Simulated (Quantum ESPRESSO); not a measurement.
Input and output of a self-consistent single point for HgSe (F-43m, 2 atoms in the cell) (Quantum ESPRESSO).

Level of theory: LDA (PZ), PSlibrary PAW (LDA) pseudopotentials (plane waves; Quantum ESPRESSO).

```yaml
crystal:
  lattice:
    - [-3.04585, 0.00000, 3.04585]
    - [0.00000, 3.04585, 3.04585]
    - [-3.04585, 3.04585, 0.00000]
  atoms:
    - { symbol: Hg, position: [0.00000, 0.00000, 0.00000] }
    - { symbol: Se, position: [0.75000, 0.75000, 0.75000] }
```

Reference input (self-consistent single point, DFT, PBE, plane waves, PSlibrary PAW (PBE) pseudopotentials): ecutwfc = 50 Ry; ecutrho = 450 Ry; occupations = smearing; smearing = fermi-dirac; degauss = 0.0073499 Ry; potentials = {Hg: Hg.pbe-n-kjpaw_psl.1.0.0.UPF, Se: Se.pbe-n-kjpaw_psl.1.0.0.UPF}; K_POINTS = automatic 9 9 9 0 0 0; conv_thr = 1e-11 Ry. This run's input differs from it in these lines:

```diff
@@ -23,4 +23,4 @@
 ATOMIC_SPECIES
-Hg   200.5920  Hg.pbe-n-kjpaw_psl.1.0.0.UPF
-Se    78.9710  Se.pbe-n-kjpaw_psl.1.0.0.UPF
+Hg   200.5920  Hg.pz-n-kjpaw_psl.1.0.0.UPF
+Se    78.9710  Se.pz-n-kjpaw_psl.1.0.0.UPF
 ATOMIC_POSITIONS crystal
```

The program printed (abridged):

```
     Self-consistent Calculation

     iteration #  1     ecut=    50.00 Ry     beta= 0.70

     Threshold (ethr) on eigenvalues was too large:
     Diagonalizing with lowered threshold

     total energy              =    -966.50594756 Ry
     estimated scf accuracy    <       0.06140420 Ry

     iteration #  2     ecut=    50.00 Ry     beta= 0.70

     total energy              =    -966.52817735 Ry
     estimated scf accuracy    <       0.03086277 Ry

     iteration #  3     ecut=    50.00 Ry     beta= 0.70

     total energy              =    -966.53451162 Ry
     estimated scf accuracy    <       0.00045263 Ry

   [... 11 blocks of this kind left out ...]

     iteration # 15     ecut=    50.00 Ry     beta= 0.70

     total energy              =    -966.53536204 Ry
     estimated scf accuracy    <          4.3E-10 Ry

     iteration # 16     ecut=    50.00 Ry     beta= 0.70
     End of self-consistent calculation

     the Fermi energy is     6.2951 ev

!    total energy              =    -966.53536204 Ry
     estimated scf accuracy    <          4.4E-12 Ry
     smearing contrib. (-TS)   =      -0.00017700 Ry
     internal energy E=F+TS    =    -966.53518504 Ry

     convergence has been achieved in  16 iterations

     Forces acting on atoms (cartesian axes, Ry/au):

     atom    1 type  1   force =     0.00000000    0.00000000   -0.00000000
     atom    2 type  2   force =     0.00000000    0.00000000    0.00000000

     Total force =     0.000000     Total SCF correction =     0.000000

          total   stress  (Ry/bohr**3)                   (kbar)     P=       -5.59
  -0.00003799  -0.00000000  -0.00000000           -5.59       -0.00       -0.00
  -0.00000000  -0.00003799   0.00000000           -0.00       -5.59        0.00
  -0.00000000   0.00000000  -0.00003799           -0.00        0.00       -5.59

   JOB DONE.
```

The run converged in 16 iterations. Against the reference run the pressure goes from 4.51 to -0.56 GPa.

The starting cell comes from a database of computed structures (which also holds hypothetical and non-ambient phases and stackings), without a prior relaxation at this level. Its lattice was rescaled by a random factor within 2.5 % of one. The run gives no clean gap (levels at the Fermi energy touch, overlap or are partly filled at this smearing), which alone does not show that the compound is a metal.

Cost on one core of a shared machine: roughly 60 s.
